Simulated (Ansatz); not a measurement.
β-phase O2, treated with r²SCAN (plane waves, PAW; Ansatz, an electronic-structure program).

Run with plane-wave cutoff 600 eV, 14×14×14 k mesh, Fermi–Dirac smearing 0.1 eV, finite displacements, scalar-relativistic PAW data made under PBE.

Computed at the level's own relaxed cell.

O is modelled in the trigonal space group R-3m, hexagonal axes (No. 166), Pearson symbol hR2. Conventional cell: a = b = 2.465 Å, c = 11.865 Å, α = β = 90.00°, γ = 120.00°. O on 6c is coordinated by 1 O at 1.202 Å. (Neighbours: up to the widest gap in distance over summed covalent radii, below 1.35, at either atom.)
(The calculation used a cell of 2 atoms; values per cell refer to that cell.)

Harmonic phonon frequencies (cm⁻¹; i marks an imaginary mode):

```csv
q point,frequencies
Γ,0 0 0 490 490 1611
T,21 21 85 489 489 1589
L,208i 86i 278 358 497 1411
F,206i 83i 283 360 497 1408
```

Imaginary modes appear, so the structure is dynamically unstable at this level.

Note: the solid has open-shell d or p electrons, and the run has no spin polarisation; the run finds an imaginary mode (208i cm⁻¹), so the cell is a saddle point at this level; the volume lies 41 % below that of the published cell.
